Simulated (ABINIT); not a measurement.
**Pressure against volume in bcc Mo (space group 229) (ABINIT, PBEsol)**

```
Mo
1.0
   -1.52927     1.52927     1.52927
    1.52927    -1.52927     1.52927
    1.52927     1.52927    -1.52927
Mo
1
Direct
  0.00000   0.00000   0.00000
```

Level of theory: PBEsol, norm-conserving pseudopotentials (PseudoDojo nc-sr-04 PBEsol standard) (plane waves; ABINIT 10.0.3). Settings: pseudos = [Mo.upf]; ecut = 52 Ha; occopt = 3; tsmear = 0.05 eV; ngkpt = 26 26 26; nshiftk = 1; shiftk = 0 0 0; potentials = PseudoDojo nc-sr-04 PBEsol standard; nband = 12; kptopt = 1; nstep = 50; tolvrs = 1e-12. The cell above is the first row's. The rows scale it uniformly. In all rows the k mesh is held.

| V (Å^3/atom) | P (GPa) |
|---|---|
| 14.306 | 22.62 |
| 14.617 | 15.02 |
| 14.928 | 8.16 |
| 15.239 | 1.98 |
| 15.550 | -3.61 |
| 15.861 | -8.64 |
| 16.172 | -13.17 |
| 16.483 | -17.24 |
| 16.794 | ? |

The 8 complete rows are fitted with a cubic, P against V. With u = V - 15.4, the rows have u = -1.0940, -0.7830, -0.4720, -0.1610, 0.1500, 0.4610, 0.7720, 1.0830. Least squares gives P = -0.993 - 17.9082·u + 3.0166·u² - 0.3106·u³. Residuals (row less fit): 0.004, -0.008, -0.004, 0.010, 0.002, -0.002, -0.007, 0.004; standard error 0.008 (degrees of freedom: 4). The fitted pressure is zero at V0 = 15.35, where dP/dV = -18.24, so B0 = -V0·dP/dV = 280 GPa.

**Question.** What does the fit predict for P at V = 16.794, and how far is the calculated value from it?

**Answer.** u = 1.3940, so P = -0.993 - 17.9082 × 1.3940 + 3.0166 × 1.3940² - 0.3106 × 1.3940³ = -20.936 GPa. The calculation gives -20.89 GPa, 0.046 GPa above the prediction (0.1 % of the range of P in the table). The row lies outside the fitted rows, so this is an extrapolation. From the scatter of the fitted rows alone, a prediction at this place has a standard error of 0.022 GPa, so the miss is 2.1 times that.

Carrying the step between the two nearest rows on in a straight line would have given -21.31, off by 0.42; series whose last step already gives the withheld value aren't shown. The scan was laid around a cell of about the measured size, scaled by a guess for this functional. Spin polarisation is off. Cutoffs and mesh are single choices, not tested for convergence of this quantity. Series with a scatter that would blur these digits, or in which a gap closes, are not shown.
